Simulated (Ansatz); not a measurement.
**BP (model structure, Pm-3m, No. 221, 2 atoms in the cell)**

Calculation: r²SCAN+rVV10 (Ansatz, a program for electronic structure, PAW).

Run with plane-wave cutoff 560 eV, 22×22×22 k mesh, Fermi–Dirac smearing 0.05 eV, scalar-relativistic PAW data made under PBE.

Cell (relaxed at this level):

Space group Pm-3m (No. 221); a = 2.709 Å, b = 2.709 Å, c = 2.709 Å, α = 90.00°, β = 90.00°, γ = 90.00°

```json
[
 {"atom": "B", "site": "1a", "symmetry": "m-3m", "x": "0.0000", "y": "0.0000", "z": "0.0000"},
 {"atom": "P", "site": "1b", "symmetry": "m-3m", "x": "0.5000", "y": "0.5000", "z": "0.5000"}
]
```

```
Item      Value
--------  -----
band gap   none
```

Note: the relaxation could raise the start's symmetry but not lower it, so the cell can be a saddle point.

Computed values are for the static lattice.

Computing time: around 60 core-seconds (rough).

A model structure was made by putting elements into a prototype or built by hand; it is no filed structure, need not be a known phase, and can be a saddle point held by its symmetry.
